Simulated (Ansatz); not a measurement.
# CdS, response to strain

Take CdS in the zinc blende structure (space group F-43m, No. 216) as the base.

```
CdS
1.0
    0.00000     2.93890     2.93890
    2.93890     0.00000     2.93890
    2.93890     2.93890     0.00000
S Cd
1 1
Direct
  0.75000   0.75000   0.75000
  0.00000   0.00000   0.00000
```

Cartesian axes are those of the cell as printed.

Strains are applied to the cell and any free atomic positions relax; under biaxial strain the out-of-plane vector relaxes too.

Levels (all Ansatz, a program for electronic structure, PAW): r2SCAN (500 eV, spin-orbit coupling left out); HSE06 (420 eV, scalar-relativistic without spin-orbit coupling).

Band gaps by level, all at the geometries relaxed with r2SCAN:

```tsv
case	r2SCAN	HSE06
base	1.54 eV	2.11 eV
biaxial strain −4.09 %, plane normal [001], relaxed out of plane	1.47 eV	2.03 eV
biaxial strain +0.76 %, plane normal [111], relaxed out of plane	1.49 eV	2.05 eV
isotropic strain −2.50 %	1.71 eV	2.29 eV
isotropic strain −1.66 %	1.66 eV	2.23 eV
```

Single points use the geometry relaxed with r2SCAN. Stability against distortions was not tested.
